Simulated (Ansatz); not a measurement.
**By hand: formation energy of the neutral C_i in Si (diamond, Fd-3m)**

Subject: the formation energy of the neutral C_i in Si (diamond, Fd-3m). Reaction: 63 Si (diamond) + SiC (3C, zinc blende) → cell A.

A: a supercell of 64 sites of Si (diamond, Fd-3m) with C off the lattice sites (3 Si at 1.76–1.83 Å); spin state with PBE: run without spin.

Ansatz (a quantum-chemistry and plane-wave program) with PAW potentials; structures come from PBE relaxations, nuclei static, no net charge. Ansatz runs with its default PAW set. Other levels take these structures. The lattices are those relaxed with PBE, so at other levels the solids can be strained, which adds to the spread. Larger cells are relaxed from a start prepared with the learned potential CHGNet till forces fall under 0.03 eV/Å, which some starts already meet. A dispersion term (D3(BJ), or D4 for r2SCAN) was computed beside these levels and is taken off wherever the name lacks it. The PAW files were made for PBE and serve at the other functionals too. Space groups of crystals are read within 0.01 Å. Mesh and cell size may move defect energies by 0.1 eV or more.

Total energies of the cells in eV, at zero smearing width. They compare only within one column; the weights balance every element.

```tsv
cell	atoms	weight	r2SCAN	r2SCAN+D4
A: Si:C_i	65	+1	-41148.09574	-41155.71228
Si (diamond)	64	−63/64	-40900.05066	-40907.53775
SiC (3C, zinc blende)	2	−1	-891.33029	-891.57352
```

r2SCAN: (-41148.09574) − 63/64 × (-40900.05066) − (-891.33029) = 4.222 eV.

r2SCAN+D4: (-41155.71228) − 63/64 × (-40907.53775) − (-891.57352) = 4.219 eV.

What follows from the r2SCAN value: With the reservoirs of the reaction as written, and without entropy terms or charged states, the share of sites that hold the defect in equilibrium is exp(−4.22 eV/k_BT) = 5.4×10^-22 at 1000 K.
